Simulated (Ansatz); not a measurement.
Ansatz (an electronic-structure program) run on a (001) slab of Ge (cut from a parent of space group no. 194; 4 atoms in the cell): self-consistent single point.

Computed with LDA (PW92), PAW files made with PBE (plane waves; Ansatz).

```
Ge
1.0
    3.97760     0.00000     0.00000
   -1.98880     3.44470     0.00000
    0.00000     0.00000    19.74030
Ge
4
Direct
  0.66667   0.33333   0.35461
  0.33333   0.66667   0.64540
  0.33333   0.66667   0.52092
  0.66667   0.33333   0.47908
```

Reference input (self-consistent single point, DFT, LDA (PW92), plane waves, PAW files made with PBE): basis.ecutwfc = 30.9 Ry; kpoints.mp_grid.grid = 9 9 1; hamiltonian.xc = lda; hamiltonian.pseudopotentials = {kind: paw} (the program's default PAW files); scf.occupations.method = fermi_dirac; scf.occupations.width = 0.0073 Ry. This run's input differs from it in these lines:

Ansatz 0.2 input:
```diff
@@ -11,3 +11,3 @@
 basis:
-  ecutwfc: 30.9 Ry
+  ecutwfc: 18.4 Ry
 kpoints:
```

Log, with long lists cut:

```
SCF iter   1: F=—  HF=-16857.886945 eV  |F-HF|=—  |Δ(HF+E_count)|=         —  Δρ=1.83e-2  dr2=2.39e0  ethr=3.10e-3  ⟨swp⟩=6.8  Hψ=1715  notcnv=0
all-band conjugate gradients solve this SCF's bands
preconditioner: auto → LDOS
SCF iter   2: F=—  HF=-16857.298482 eV  |F-HF|=—  |Δ(HF+E_count)|=   5.88e-1  Δρ=1.07e-2  dr2=2.11e-1  ethr=3.10e-3  ⟨swp⟩=3.0  Hψ=964  notcnv=0
   [... lines left out ...]
SCF iter   5: F=—  HF=-16857.088342 eV  |F-HF|=—  |Δ(HF+E_count)|=   1.86e-3  Δρ=1.91e-4  dr2=8.76e-5  ethr=6.30e-6  ⟨swp⟩=2.0  Hψ=744  notcnv=0
SCF iter   6: F=—  HF=-16857.088333 eV  |F-HF|=—  |Δ(HF+E_count)|=   8.77e-6  Δρ=3.61e-5  dr2=4.79e-6  ethr=1.56e-7  ⟨swp⟩=2.0  Hψ=660  notcnv=0
SCF iter   7: F=—  HF=-16857.088334 eV  |F-HF|=—  |Δ(HF+E_count)|=   1.21e-6  Δρ=9.78e-6  dr2=4.34e-7  ethr=8.55e-9  ⟨swp⟩=2.0  Hψ=746  notcnv=0
SCF iter   8: F=-16857.088334 eV  HF=-16857.088334 eV  |F-HF|=1.89e-8  |Δ(HF+E_count)|=   4.95e-9  Δρ=2.47e-6  dr2=2.04e-8  ethr=1.79e-10  ⟨swp⟩=6.7  Hψ=1597  notcnv=0
SCF 1 converged in 8 iterations: F = -16857.088334 eV  dr2 = 2.04e-8
Free energy (F): -16857.088334 eV
Internal energy: -16856.999283 eV  (E = F + TS)
E sigma→0 (E₀):  -16857.043808 eV
Entropy (-TS):   -0.089051 eV (-22.263 meV/atom)
Fermi energy:    -0.758588 eV
--- Forces (eV/Å), atoms counted from 1 ---
  atom   1  Ge     0.00000000     0.00000000     0.08761712
  atom   2  Ge    -0.00000000    -0.00000000    -0.08761712
  atom   3  Ge     0.00000000     0.00000000     0.28698398
  atom   4  Ge    -0.00000000    -0.00000000    -0.28698398
--- Stress (GPa, compression-positive) ---
       -2.533392      -0.000000      -0.000000
       -0.000000      -2.533392       0.000000
       -0.000000       0.000000      -0.162997
  P = ⅓ Tr σ = -1.7433 GPa (-17.433 kbar)
  The stress holds the Pulay correction. Without it, at fixed plane waves, as pw.x and ABINIT print it: P = -10.7476 GPa
```

The run converged in 8 iterations. Against the reference run the free energy goes up by 498 meV/atom and the largest force goes from 0.253 to 0.287 eV/Å.

The starting cell comes from a database of computed structures (which also holds hypothetical and non-ambient phases and stackings), without a prior relaxation at this level. The slab is cut from that crystal, and its faces are unrelaxed. Its lattice was rescaled by up to half a per cent. Spin polarisation is off, though cut faces can carry moments; the slab shows no gap. The cutoff lies below the one recommended for these files.
